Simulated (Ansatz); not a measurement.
We consider antifluorite Be2C, described by PBE-D3(BJ) (Ansatz, an electronic-structure program, PAW).

Run with plane-wave cutoff 520 eV, 14×14×14 k mesh, Fermi–Dirac smearing 0.01 eV, scalar-relativistic PAW data made under PBE.

The cell is scaled about its equilibrium volume:

| V (Å³/atom) | P (GPa) | direct gap at Γ (eV) | smallest gap on the k mesh (eV) |
|---|---|---|---|
| 6.118 | 14.70 | 4.324 | 1.213 |
| 6.248 | 9.34 | 4.285 | 1.204 |
| 6.378 | 4.45 | 4.246 | 1.196 |
| 6.509 | -0.02 | 4.208 | 1.187 |
| 6.639 | -4.11 | 4.170 | 1.179 |
| 6.769 | -7.85 | 4.134 | 1.170 |
| 6.899 | -11.27 | 4.097 | 1.161 |

The fundamental gap (1.19 eV at the equilibrium volume, with added k points) lies elsewhere than Γ–Γ.
